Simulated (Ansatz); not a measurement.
By hand: reaction energy

This concerns the reaction energy. Reaction: TiO2 (rutile) + 2 Cl2 (gas) → TiCl4 (gas) + O2 (gas). The sign is products less reactants.

TiO2 (rutile, P4₂/mnm), 6 atoms in the cell; spin state with PBE: run without spin. Conventional cell: a = b = 4.644 Å, c = 2.964 Å, α = β = γ = 90.00°.

Ansatz (a quantum-chemistry and plane-wave program) with PAW potentials; structures come from PBE relaxations, nuclei static, no net charge. Ansatz runs with its PAW set soft_1. Other levels take these structures. The lattices are those relaxed with PBE, so at other levels the solids can be strained, which adds to the spread. A dispersion term (D3(BJ), or D4 for r2SCAN) was computed beside these levels and is taken off wherever the name lacks it. Space groups of crystals are read within 0.01 Å.

Total energies of the cells in eV, at zero smearing width. They compare only within one column; the weights balance every element.

| cell | atoms | weight | r2SCAN | r2SCAN+D4 |
|---|---|---|---|---|
| TiO2 (rutile) | 6 | −1 | -7292.55066 | -7293.03185 |
| TiCl4 (gas) | 5 | +2 | -6847.45391 | -6847.50902 |
| O2 (gas) | 2 | +2 | -1131.97288 | -1131.97467 |
| Cl2 (gas) | 2 | −4 | -2167.02949 | -2167.03587 |

r2SCAN: − (-7292.55066) + 2 × (-6847.45391) + 2 × (-1131.97288) − 4 × (-2167.02949) = 1.815 eV; dividing by 2 gives 0.91 eV.

r2SCAN+D4: − (-7293.03185) + 2 × (-6847.50902) + 2 × (-1131.97467) − 4 × (-2167.03587) = 2.208 eV; dividing by 2 gives 1.10 eV.

What follows from the r2SCAN value: Per mole of the reaction as written, 0.908 eV × 96.485 = 87.6 kJ.
